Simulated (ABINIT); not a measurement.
ABINIT 10.0.3, DFT, PBE, plane waves, JTH v2.0 PBE PAW: Al2Au (from the phase in space group 225, mp-2647), 3 atoms. Basis and mesh were picked for this test and aren't claimed converged.

* **cell**: 4.25, 4.25, 4.25 Å; 60, 60, 60°
* **task**: scf
* **ecut**: 20 Ha
* **pawecutdg**: 40 Ha
* **nband**: 16
* **k mesh (ngkpt)**: 8×8×8
* **shiftk**: 0×0×0
* **nstep**: 100
* **tolvrs**: 1e-09
* **occopt**: 3
* **tsmear**: 0.005 Ha
* **prtwf**: 0
* **prtden**: 0
* **paral_kgb**: 1
* **ranks over k-points and spins (np_spkpt)**: 2
* **ranks over bands (npband)**: 1
* **ranks over FFT planes (npfft)**: 1
* **bands a rank in one block (bandpp)**: 16
* **wfoptalg**: 114
* **nline**: 4 (default)
* **kptopt**: 1 (default)
* **k-points after symmetry**: 29
* **bands**: 16
* **symmetry operations**: 48

Settings of this run: iprcel = 0, dielng = 1.07748, npulayit = 7, iscf = 17, diemix = 0.2, diemac = 1e+06; 2 ranks.

```
iteration  deltaE (Ha)     residm      nres2
---------  -----------  ---------  ---------
1           -3.846E+01  5.688E-05  1.594E+01
2            2.545E-02  1.722E-06  5.730E+00
3            1.017E-02  1.155E-05  1.010E+00
4            5.273E-03  2.393E-06  9.672E-02
5           -3.599E-05  1.914E-05  3.002E-02
6           -4.193E-04  5.484E-07  1.358E-03
7            1.090E-05  4.575E-06  5.494E-04
8           -1.620E-05  3.866E-07  3.051E-04
9            2.984E-07  2.836E-06  1.562E-04
10           2.901E-07  6.759E-07  2.540E-05
11          -6.005E-08  2.212E-06  1.072E-06
12          -9.273E-09  6.935E-07  1.670E-07
13          -6.022E-09  1.620E-06  1.471E-07
14          -4.156E-09  4.733E-07  6.301E-08
15          -2.286E-09  2.535E-06  4.084E-08
16          -1.458E-09  6.150E-07  2.613E-08
17          -8.766E-10  5.928E-07  1.662E-08
18          -5.906E-10  7.520E-07  1.078E-08
19          -3.631E-10  6.444E-07  7.005E-09
20          -2.370E-10  4.072E-07  4.568E-09
21          -1.554E-10  4.833E-07  2.883E-09
22          -7.974E-11  2.986E-07  1.888E-09
23          -2.319E-11  3.307E-07  1.166E-09
24          -4.002E-11  7.147E-07  7.465E-10
```

It converged after 24 SCF iterations.

**Question.** The cycle is slow. Which setting should be changed?

**Answer.** This is not unique; one that fits is diemix = 0.7 (default) (10 SCF iterations) or diemix = 1 (11 SCF iterations), all else kept. The first change moves the result by: energy under 0.001 meV/atom, pressure under 0.001 GPa. Counts are of single runs.
